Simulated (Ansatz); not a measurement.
# What biaxial strain −0.83 %, plane normal [111], relaxed out of plane does to W

The parent structure is W in the bcc (W type) structure (space group Im-3m, No. 229; a = 3.135 Å; relaxed with 0.1 eV smearing). Axes: x, y, z lie along the cube axes.

The change: compressive biaxial strain of 0.83 % in the plane normal to [111], as in epitaxy on a mismatched substrate; the out-of-plane cell vector and the atoms relax.

Computed with LDA (Ansatz, a first-principles code; PAW; 420 eV plane waves; no SOC). Settings: 29×29×29 k-points, 0.1 eV Fermi–Dirac smearing.

```csv
quantity,base,changed,shift
volume per atom,15.41 Å³,15.27 Å³,-0.14 Å³
space group,Im-3m (No. 229),R-3m (No. 166),–
shortest interatomic distance,2.715 Å,2.698 Å,-0.0177 Å
energy relative to the base (free energy F),0 meV/atom,+3.8 meV/atom,+3.8 meV/atom
band gap,zero,zero,–
out-of-plane strain,–,+0.76 %,–
ratio −ε⊥/ε∥,–,0.91,–
mean in-plane stress (compression positive),–,+4.8 GPa,–
```

Final structure (turned so that z lies along the plane normal):

```yaml
crystal:
  lattice:
    - [4.39717, 0.00000, 0.00000]
    - [2.19859, 3.80806, 0.00000]
    - [2.19859, -1.26935, 0.91195]
  atoms:
    - { symbol: W, position: [0.00000, 0.00000, 0.00000] }
```

Whether these cells are dynamically stable was not tested. All final runs are without spin polarisation.
